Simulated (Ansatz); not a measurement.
VN: biaxial strain +0.48 %, plane normal [111], relaxed out of plane

The parent structure is VN in the rock salt structure (space group Fm-3m, No. 225; a = 4.075 Å; relaxed with 0.1 eV smearing). Axes: x, y, z lie along the cube axes.

One thing is altered: biaxial strain +0.48 %, plane normal [111], relaxed out of plane (Cartesian); in-plane vectors clamped, the third vector and the atoms free.

Method: PBEsol (Ansatz, a first-principles code, PAW, no spin-orbit coupling), earlier PAW set. Settings: 24×24×24 k-points, 0.1 eV Fermi–Dirac smearing.

The volume per atom increases by 0.04 Å³ (8.46 Å³ → 8.50 Å³) and the space group becomes R-3m (No. 166) (base: Fm-3m (No. 225)). The shortest interatomic distance increases by 0.0034 Å (2.037 Å → 2.041 Å) and the energy rises by 0.6 meV/atom. The pressure (mean of the normal stresses, compression positive) goes from zero to -1.7 GPa and the band gap is still zero. The out-of-plane strain comes out as -0.46 % and the mean in-plane stress (compression positive) is -2.5 GPa.

Final structure (turned so that z lies along the plane normal):

```
VN
1.0
    2.89514     0.00000     0.00000
    1.44757     2.50727     0.00000
    1.44757    -0.83576     2.34165
N V
1 1
Direct
  0.00000   0.00000   0.00000
  0.00000   0.50000   0.50000
```

Whether these cells are dynamically stable was not tested. Starting moments died away, wholly or in part, for the base; another magnetic solution may exist. The final runs are not spin-polarised.
